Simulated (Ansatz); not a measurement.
# Brucite Ca(OH)2 (model structure)

Calculation: PBE0-D4 (PAW; Ansatz, a quantum-chemistry and plane-wave program).

Cell: relaxed at this level.

```
Item                             Value
-------------------------  -----------
interlayer binding energy  22.6 meV/Å²
layer repeat distance          4.820 Å
gap between the layers         0.624 Å
```

Static lattice: no zero-point or thermal effects.

The result took about 29 core-minutes (a rough figure).

A model structure was made by putting elements into a prototype or built by hand; here it ended with the formula and space group of a phase in our tables.
